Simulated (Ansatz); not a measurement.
## TaSi₂ (P6₂22, No. 180)

Calculation: PBE-D3(BJ) (Ansatz, a first-principles code, plane waves, PAW).

Numerical settings: plane-wave cutoff 500 eV, scalar-relativistic PAW data made under PBE.

Cell: relaxed at this level.

```
Quantity                                Value
------------------------------  -------------
equilibrium volume per atom     14.18 Å³/atom
equilibrium lattice constant a        4.747 Å
lattice parameter c                   6.541 Å
```

Spin–orbit coupling is not included.
